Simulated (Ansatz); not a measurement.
The reference is WSi₂ (space group I4/mmm, No. 139; a = 3.211 Å, c = 7.805 Å; relaxed with 0.1 eV smearing).

All numbers come from DFT with r2SCAN, PAW potentials and a 500 eV plane-wave cutoff in Ansatz (an electronic-structure program), no SOC.

Before the change:

```
Quantity   Result
--------  -------
Pressure  0.0 GPa
```

Modification: the cell is scaled by 1.0224 in all directions, atoms relaxed at fixed cell.

Question: What does the calculation give for the pressure and largest internal atomic displacement after the change?

Answer: The pressure (mean of the normal stresses, compression positive) goes from zero to -13.4 GPa; the largest internal atomic displacement amounts to 0.011 Å.

The cells carry an imposed strain or load. Stability against distortions was not tested. All final runs are without spin polarisation.
